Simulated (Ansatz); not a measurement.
Ansatz (a quantum-chemistry and plane-wave program) run on CuAu (P4/mmm, 2 atoms in the cell): relaxation of cell and atoms.

Computed with PBE (plane waves, PAW; Ansatz).

```
CELL_PARAMETERS angstrom
      2.80000     0.00000     0.00000
      0.00000     2.80000     0.00000
      0.00000     0.00000     3.67000
ATOMIC_POSITIONS crystal
  Cu 0.00000 0.00000 0.00000
  Au 0.50000 0.50000 0.50000
```

Reference input (self-consistent single point, DFT, PBE, plane waves, default PAW files): kpoints.mp_grid.grid = 12 12 10; hamiltonian.xc = pbe; hamiltonian.pseudopotentials = {kind: paw} (the program's default PAW files); scf.occupations.method = gaussian; scf.occupations.width = 0.272 eV. This run's input differs from it in these lines:

```diff
@@ -16,2 +16,4 @@
   occupations: { method: gaussian, width: 0.272 }
+relax:
+  cell: {}
 output:
```

Output (repeated stretches shortened):

```
   [... SCF lines of the steps left out ...]
relax step   1: F+E_penalty+E_count = -19774.58879183 eV  Δ(F+E_penalty+E_count) = +0.000e0 eV  max|allowed force component| = 2.524e-29 eV/Å  Δτ_max = 0.0000 Å  P = +6.791 GPa  Ω = 28.773 Å³  (6 SCF iters, dr2 threshold 1.00e-7 eV, accepted)
relax step   2: F+E_penalty+E_count = -19774.61358739 eV  Δ(F+E_penalty+E_count) = -2.480e-2 eV  max|allowed force component| = 1.262e-29 eV/Å  Δτ_max = 0.0000 Å  P = -1.788 GPa  Ω = 30.436 Å³  energy of the carried Pulay correction = -9.178e-4 eV  [...]
   [... lines left out ...]
relax step   5: F+E_penalty+E_count = -19774.61879188 eV  Δ(F+E_penalty+E_count) = -1.047e-3 eV  max|allowed force component| = 3.057e-30 eV/Å  Δτ_max = 0.0000 Å  P = -0.004 GPa  Ω = 30.016 Å³  energy of the carried Pulay correction = -6.836e-4 eV  [...]
relax step   6: F+E_penalty+E_count = -19774.61934899 eV  Δ(F+E_penalty+E_count) = -5.571e-4 eV  max|allowed force component| = 9.368e-30 eV/Å  Δτ_max = 0.0000 Å  P = -0.020 GPa  Ω = 30.016 Å³  stress off target by 4.47e-2 GPa  SCF on the basis [...]
basis re-selected at this cell: Δ(F+E_penalty+E_count) = -5.571e-4 eV, ΔP = -0.015 GPa vs the last step
the relaxation is at rest under the 16 symmetry operations that the run kept from its start: a minimum is not shown …
Free energy (F): -19774.619349 eV
Internal energy: -19774.601131 eV  (E = F + TS)
E sigma→0 (E₀):  -19774.610240 eV
Entropy (-TS):   -0.018218 eV (-9.109 meV/atom)
Fermi energy:    18.205390 eV
--- Forces (eV/Å), atoms counted from 1 ---
  atom   1  Cu    -0.00000000     0.00000000     0.00000000
   [... lines left out ...]
to start a new deck from the relaxed geometry:
  cell:  # Å, volume = 30.0160 Å³
    - [2.892026003147748, -1.58384854791471e-33, 0.0]
    - [-1.58384854791471e-33, 2.892026003147748, 0.0]
    - [0.0, 0.0, 3.5887877144094404]
  atoms:
    - { symbol: Cu, position: [-8.597901537443017e-36, 5.373688460901886e-37, 0.0] }
    - { symbol: Au, position: [0.5, 0.5, 0.5] }
```

The run converged.  The full log also holds: “iter 5 did not close the SCF: its close was put off for the readings that it lacked (scf_convergence_deferred on its scf_iter line)”.

Summary of the result:
| Quantity | Result |
|---|---|
| Free energy E − TS (on the zero of these files) | -19774.6193 eV |
| Fermi level (on the code's own zero) | 18.21 eV |
| Pressure | -0.02 GPa |
| Final cell | a = 2.8920 Å, b = 2.8920 Å, c = 3.5888 Å, α = 90.00°, β = 90.00°, γ = 90.00° |
| Final volume per atom | 15.01 Å³ |
| Relaxation steps | 6 |

The starting cell has typed, rounded lattice constants, without a prior relaxation at this level. Spin polarisation is off. The relaxation keeps the symmetry of its start, so its end need not be a minimum. Ansatz's pressure includes its estimate of the finite-basis (Pulay) stress.

Keys are those of Ansatz 0.2.
